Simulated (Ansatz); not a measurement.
AlP (F-43m): band-edge transport data

Here is the system:

```xyz
2
Lattice="0.0000 2.7572 2.7572 2.7572 0.0000 2.7572 2.7572 2.7572 0.0000" Properties=species:S:1:pos:R:3 pbc="T T T"
Al     0.0000     0.0000     0.0000
P      4.1359     4.1359     4.1359
```

Level of theory: PBEsol with spin-orbit coupling, rigid bands (plane waves, PAW; Ansatz, a quantum-chemistry and plane-wave program). Condition of this run: hydrostatic pressure -2 GPa (the target of the relaxation). Cell: cell and atoms relaxed with PBEsol, then loaded as said.

| Item | Result |
|---|---|
| band gap | 1.48 eV |
| electron conductivity mass (300 K, dilute) | 0.34 mₑ |
| hole conductivity mass (300 K, dilute) | 0.69 mₑ |
| effective density of states N_c (300 K) | 1.7e19 cm⁻³ |
| effective density of states N_v (300 K) | 5.6e19 cm⁻³ |
| density-of-states mass, electrons | 0.78 mₑ |
| density-of-states mass, holes | 1.70 mₑ |
| Seebeck coefficient, n-type 1e19 cm⁻³, 300 K | -265 μV/K |
| best n-type power factor at 300 K for τ = 10 fs (best axis; densities from 1e16 to 1e21 cm⁻³ tried, whether or not they can be reached) | 7.9 μW/(cm·K²) at 1e20 cm⁻³ |
| Seebeck coefficient, p-type 1e19 cm⁻³, 300 K | 399 μV/K |
| best p-type power factor at 300 K for τ = 10 fs (best axis; densities from 1e16 to 1e21 cm⁻³ tried, whether or not they can be reached) | 23 μW/(cm·K²) at 3e20 cm⁻³ |

Rigid bands; masses and Seebeck coefficients take one relaxation time τ for all states and one kind of carrier; polarons and phonon drag are left out.
